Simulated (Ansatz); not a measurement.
Consider Pt in the fcc (Cu type) structure (space group Fm-3m, No. 225; a = 3.9403 Å). Axes: x, y, z lie along the cube axes.

Method: r2SCAN (Ansatz, a quantum-chemistry and plane-wave program; PAW; 500 eV plane waves; no spin-orbit coupling).

Base values:

The shortest interatomic distance comes out as 2.786 Å, the pressure is 0.0 GPa and the band gap is zero.

One thing is altered: biaxial strain +2.39 %, plane normal [110], relaxed out of plane (Cartesian); in-plane vectors clamped, the third vector and the atoms free.

Estimate the effect on the shortest interatomic distance.

The shortest interatomic distance drops by 0.067 Å (2.786 Å → 2.719 Å).

What happens to the pressure?

The pressure (mean of the normal stresses, compression positive) goes from zero to -5.2 GPa.

What does the calculation give for the energy relative to the base after the change?

The energy increases by 17 meV/atom.

Estimate the effect on the band gap.

The band gap remains zero.

A biaxial case was relaxed in a doubled cell and then solved in the primitive one. Without a gap, meshes like the base's 20×20×20 leave anisotropic stresses uncertain by several tenths of a GPa, and small strain energies with them. Whether these cells are dynamically stable was not tested. The final runs are not spin-polarised. Pt lies near a magnetic instability that expansion can trigger; it was not tested.
